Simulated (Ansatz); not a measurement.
Data:

```yaml
crystal:
  lattice:
    - [2.74084, 0.00000, 0.00000]
    - [0.00000, 2.74084, 0.00000]
    - [0.00000, 0.00000, 2.74084]
  atoms:
    - { symbol: Al, position: [0.50000, 0.50000, 0.50000] }
    - { symbol: Ni, position: [0.00000, 0.00000, 0.00000] }
```

All values below come from PBEsol, DFPT electron-phonon coupling, linearised Boltzmann equation (plane waves, PAW, scalar-relativistic; Ansatz, a first-principles code). Condition of this run: hydrostatic pressure 30 GPa (the target of the relaxation). Cell: relaxed with this functional, without spin-orbit coupling, then loaded as said.

Estimate the phonon-limited resistivity at 300 K, by direction if it differs.

3.8 μΩ·cm.

A metal at this level (no band gap). Only scattering by harmonic phonons is included (no impurities, grain boundaries, electron-electron scattering or thermal expansion). Spin-orbit coupling is left out. Halving the electron mesh (32x32x32) moves the resistivity by up to 10 % at 300 K. Smearing 0.20 eV; phonons on a 5x5x5 q mesh, which this run doesn't test.

Treated as nonmagnetic (a ferromagnetic start lost its moment, other orders weren't tried): NiAl (Pm-3m).
